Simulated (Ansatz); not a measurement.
Band structure of C (P6_3/mmc, 4 atoms in the cell).

```yaml
crystal:
  lattice:
    - [2.50330, 0.00000, 0.00000]
    - [-1.25165, 2.16792, 0.00000]
    - [0.00000, 0.00000, 4.16897]
  atoms:
    - { symbol: C, position: [0.33333, 0.66667, 0.06281] }
    - { symbol: C, position: [0.66667, 0.33333, 0.93719] }
    - { symbol: C, position: [0.66667, 0.33333, 0.56281] }
    - { symbol: C, position: [0.33333, 0.66667, 0.43719] }
```

Level of theory: PBE, PAW files (plane waves; Ansatz, a first-principles code).

Settings: kpoints.mp_grid.grid = 10 10 6; hamiltonian.xc = pbe; hamiltonian.pseudopotentials = {kind: paw} (the program's default PAW files); scf.occupations.method = fixed; kpoints.band_path.npoints = 8.

The starting cell comes from a database of computed structures (which also holds hypothetical and non-ambient phases and stackings), without a prior relaxation at this level.

Question: Predict the gap along the standard path and the places of the band edges.

Answer: The gap along the path is 3.31 eV, from Γ to K; the smallest direct gap on it is 4.98 eV.

Levels in eV from the top of the valence band on the path, bands 5 to 11:
| point | 5 | 6 | 7 | 8 | 9 | 10 | 11 |
|---|---|---|---|---|---|---|---|
| Γ | -3.09 | -0.49 | 0.00 | 0.00 | 4.98 | 4.98 | 5.35 |
| M | -9.29 | -6.49 | -5.97 | -3.15 | 4.51 | 8.09 | 8.31 |
| K | -9.73 | -7.23 | -7.23 | -7.04 | 3.31 | 11.68 | 11.68 |
| A | -1.85 | -1.85 | -1.85 | -1.85 | 7.27 | 7.27 | 7.27 |
| L | -5.12 | -5.12 | -4.85 | -4.85 | 5.91 | 5.91 | 6.52 |
| H | -9.56 | -9.56 | -4.33 | -4.33 | 7.44 | 7.44 | 9.07 |

Keys are those of Ansatz 0.2.
